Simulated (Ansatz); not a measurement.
The parent structure is HfN in the rock salt structure (space group Fm-3m, No. 225; a = 4.5018 Å; relaxed with 0.1 eV smearing). Axes: x, y, z lie along the cube axes.

All numbers come from PBEsol (Ansatz, a quantum-chemistry and plane-wave program; PAW; 420 eV plane waves; scalar-relativistic without spin-orbit coupling).

Perturbation: strain tensor (xx, yy, zz, yz, xz, xy) = (−1.25, −0.32, +3.02, −0.07, −0.18, −0.92) %; the atoms relax in the strained cell.

### Question
Predict the new energy relative to the base and stress.

### Answer
The energy rises by 20 meV/atom; the stress (xx, yy, zz, yz, xz, xy; compression positive) is (5.5, 0.4, -14.5, 0.2, 0.4, 2.4) GPa.

Stability against distortions was not tested. The final runs are not spin-polarised. An odd electron count without spin: HfN.
